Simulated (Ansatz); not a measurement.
The cell is built on a prototype and need not be the phase stable at ambient conditions.

By PBEsol, the system below comes out a metal.

Without scattering a metal conducts by its projected Fermi surface.

Here is the system:

```yaml
crystal:
  lattice:
    - [4.33363, 0.00000, 0.00000]
    - [0.00000, 3.39205, 0.00000]
    - [2.16681, 0.00000, 3.75303]
  atoms:
    - { symbol: Hf, position: [0.00000, 0.00000, 0.00000] }
    - { symbol: Ge, position: [0.33333, 0.50000, 0.33333] }
    - { symbol: Ge, position: [0.66667, 0.50000, 0.66667] }
```

Space group of this cell: P6/mmm. The cell was relaxed by PBE-D3(BJ).

The current flows along the normal of the first two printed cell vectors. No spin-orbit coupling; the value is a mean over 0.1 eV about the Fermi level.

Give the ballistic conductance per area that PBEsol (Ansatz, a first-principles code) yields.

0.81 × 10¹⁵ S/m² for both spins.
